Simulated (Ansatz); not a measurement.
Consider this model of amorphous In9Ga9Zn9O35H2.

```xyz
64
Lattice="9.4072 0.0000 0.0000 0.0000 9.4072 0.0000 0.0000 0.0000 9.4072" Properties=species:S:1:pos:R:3 pbc="T T T"
In     3.7949     2.6751     3.4008
In     6.7251     0.0186     7.2644
In     3.3680     2.0162     8.3924
In     8.8881     1.4637     0.3542
In     2.2736     6.0281     2.6661
In     6.5158     2.1882     2.0732
In     5.5522     5.7159     1.3296
In     3.8630     4.5733     6.0182
In     8.0074     6.2359     7.7570
Ga     1.7275     1.3937     5.4083
Ga     2.5605     7.7929     5.2057
Ga     4.3179     7.4403     7.8768
Ga     8.8490     8.3734     4.8160
Ga     0.3779     5.3222     5.2011
Ga     1.9349     5.8981     8.3136
Ga     0.4376     3.0265     3.3236
Ga     6.0056     7.1731     5.1819
Ga     6.2693     3.2260     8.1639
Zn     1.2159     9.3563     2.4691
Zn     2.6642     3.6672     0.7799
Zn     7.5230     7.9445     2.0953
Zn     9.1778     3.1224     7.0507
Zn     8.9509     5.0627     1.4084
Zn     5.1981     9.2261     0.6136
Zn     1.1525     9.1199     7.9791
Zn     6.9145     3.9398     5.1220
Zn     4.5048     8.8141     3.1970
O      4.2685     7.7772     5.8572
O      3.5098     0.7371     4.7823
O      3.8785     4.7184     2.2271
O      4.8574     2.8370     7.0075
O      4.7265     0.1876     8.1275
O      5.9854     3.6400     0.5418
O      1.0839     8.8154     5.7385
O      2.3713     7.6572     7.9022
O      7.6191     6.2710     0.7039
O      1.1033     0.2636     0.5429
O      4.6585     7.3686     0.3916
O      3.7277     5.4632     7.9055
O      8.5658     3.0172     1.8150
O      9.1910     8.0572     3.0272
O      5.8735     2.7754     3.9291
O      2.1964     5.9434     5.0302
O      7.3947     4.3041     7.1902
O      0.4618     5.0338     3.1944
O      2.5138     3.1986     5.0759
O      1.9927     2.6540     2.2912
O      7.0923     8.9495     5.2445
O      0.5383     1.2323     3.9666
O      1.4650     5.3780     0.6556
O      6.2168     7.2864     7.2915
O      5.5751     5.3463     5.0894
O      1.3079     1.6778     7.2370
O      0.5604     5.1072     7.2976
O      4.6354     1.0226     2.0900
O      8.9285     3.5796     5.0731
O      7.6701     1.8188     8.0079
O      8.6347     8.3604     8.1552
O      8.4600     6.6203     5.5329
O      5.8953     7.3999     3.1633
O      7.1911     0.3018     1.1189
O      2.6588     8.0426     3.2267
H      8.4833     8.3386     9.1248
H      4.1660     0.8990     5.4925
```

Computed with PBE, scalar-relativistic without spin-orbit coupling (plane waves to 420 eV, PAW; Ansatz, an electronic-structure program). The usual formal charges leave 4 electrons over, so the level spacing at the Fermi energy parts defect or band states and needn't be the band gap.

A CHGNet melt-quench gave the starting glass, which DFT then relaxed. O atoms were pushed apart under 1.9 Å during the dynamics, to hinder bonds among them. The hot cell started wider than the set density and was brought back towards it in steps. It is the lowest in DFT energy of 2 quenches. It is a model cell: composition and starting density were chosen by hand, and all elements were melted together. No dispersion term was used. Its density started from a set value of 5.89 and ended at 5.61 g/cm³. The simulated quench (nominally 530 K/ps over its main leg) is rapid and tends to freeze in more defects than a deposited or slowly cooled glass has. One small periodic cell is one sample of the glass; other quenches scatter about these values. The volume was free in the relaxation, at fixed shape. Stress components on the final sampling reach 1.2 GPa. On a 2×2×2 Γ-centred mesh force components of up to 0.28 eV/Å stay, since the relaxation ran on the zone centre alone. Cycles of charging lowered its energy after that relaxation.

Bonds are counted up to In-In 3.12 Å, In-Ga 2.90 Å, In-Zn 2.90 Å, In-O 2.66 Å, In-H 2.08 Å, Ga-Ga 2.68 Å, Ga-Zn 2.68 Å, Ga-O 2.34 Å, Ga-H 1.84 Å, Zn-Zn 2.68 Å, Zn-O 2.46 Å, Zn-H 1.84 Å, O-O 1.58 Å, O-H 1.16 Å, H-H 0.90 Å. Two cations that share two anions don't count as bonded, nor two that share one unless they lie closer than In-In 3.04 Å, In-Ga 2.82 Å, In-Zn 2.82 Å, Ga-Ga 2.61 Å, Ga-Zn 2.61 Å, Zn-Zn 2.61 Å.

Give the coordination numbers, mean bond lengths and angles.


```yaml
Mean coordination of In by anions: 4.89 (1 with 3, 1 with 4, 5 with 5, 2 with 6); 1 close contacts or bonds to cations besides
Mean coordination of Ga by anions: 4.67 (4 with 4, 4 with 5, 1 with 6)
Mean coordination of Zn by anions: 4.11 (1 with 3, 6 with 4, 2 with 5); 1 close contacts or bonds to cations besides
Mean coordination of O: 3.57 (15 with 3, 20 with 4)
Mean coordination of H: 1.00 (2 with 1)
Mean In-O bond: 2.215 Å (spread 0.107 Å, 44 counted)
Mean Ga-O bond: 1.957 Å (spread 0.089 Å, 42 counted)
Mean Zn-O bond: 2.057 Å (spread 0.096 Å, 37 counted)
Mean O-H bond: 0.981 Å (spread 0.001 Å, 2 counted)
Bond angle at In: mean 105.8°, spread 26.7°
Bond angle at Ga: mean 107.3°, spread 24.9°
Bond angle at Zn: mean 108.0°, spread 21.1°
Bond angle at O: mean 110.0°, spread 15.4°
```

List the pairs of like atoms that count as bonded by the rules above.

There are none by these rules.

What Bader charges do the atoms carry, from a run on the zone centre alone?

Means (range): In +1.65 e (+1.03 to +1.78), Ga +1.81 e (+1.75 to +1.87), Zn +1.17 e (+0.85 to +1.25), O -1.22 e (-1.26 to -1.16), H +0.56 e (+0.55 to +0.57).
```tsv
atom	charge (e)
In1	+1.77
In2	+1.73
In3	+1.03
In4	+1.60
In5	+1.75
In6	+1.71
In7	+1.71
In8	+1.77
In9	+1.78
Ga10	+1.80
Ga11	+1.81
Ga12	+1.87
Ga13	+1.79
Ga14	+1.82
Ga15	+1.77
Ga16	+1.83
Ga17	+1.82
Ga18	+1.75
Zn19	+1.23
Zn20	+0.85
Zn21	+1.17
Zn22	+1.20
Zn23	+1.19
Zn24	+1.15
Zn25	+1.25
Zn26	+1.24
Zn27	+1.20
O28	-1.26
O29	-1.22
O30	-1.19
O31	-1.23
O32	-1.21
O33	-1.23
O34	-1.24
O35	-1.24
O36	-1.20
O37	-1.16
O38	-1.21
O39	-1.24
O40	-1.22
O41	-1.22
O42	-1.18
O43	-1.25
O44	-1.23
O45	-1.23
O46	-1.22
O47	-1.21
O48	-1.20
O49	-1.23
O50	-1.23
O51	-1.23
O52	-1.21
O53	-1.23
O54	-1.25
O55	-1.21
O56	-1.22
O57	-1.21
O58	-1.21
O59	-1.26
O60	-1.20
O61	-1.23
O62	-1.21
H63	+0.55
H64	+0.57
```
